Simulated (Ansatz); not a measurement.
## ZnSe: band gap against strain

ZnSe (zinc blende, F-43m, 22.346 Å³/atom at rest, cube axes along x, y and z) under a strain ε along a cube axis (axis z), the other axes held. PBEsol in Ansatz, a plane-wave DFT program (PAW, default set), 420 eV, 10×10×10 Γ-centred mesh, Fermi-Dirac smearing 0.05 eV; ions are relaxed within the symmetry of each cell. Gaps are the smallest over the k-mesh and a band path, without spin-orbit coupling; in all rows the valence edge lies at Γ and the conduction edge at Γ.

Here s stands for strain and Eg for gap.

| strain (%) | gap (eV) |
|---|---|
| 0.00 | 1.239 |
| 0.50 | 1.213 |
| 1.00 | 1.187 |
| 1.50 | 1.161 |
| 3.00 | ? |

Question: Using a straight line, estimate the missing Eg at s = 3.00 from the other rows, showing the fit.

Answer: Means: s 0.75000, Eg 1.2000. About the means, the sum of products is -0.065000 and the sum of squares of s is 1.2500; the slope is their ratio. Least squares gives Eg = 1.2390 - 0.05200·s. Residuals (row less fit): 0.0000, 0.0000, 0.0000, 0.0000; standard error 0.0000 (degrees of freedom: 2). Over these rows the gap moves by -5.2 ± 0.03 eV per unit strain. At the withheld row, Eg = 1.2390 - 0.05200 × 3.0 = 1.0830 eV. The calculation gives 1.082 eV, 0.0010 eV below the prediction (0.6 % of the range of Eg in the table). The row lies outside the fitted rows, so this is an extrapolation. The fitted rows scatter only by rounding.

Spin-orbit coupling is left out, which can shift this property for ZnSe. Rows are the converged runs of the series near zero and its far end; series whose fitted rows scatter by over a few per cent of the range, as at a crossing or softening among them, aren't shown in this form. Most that stay on the fit to the last digits aren't either.
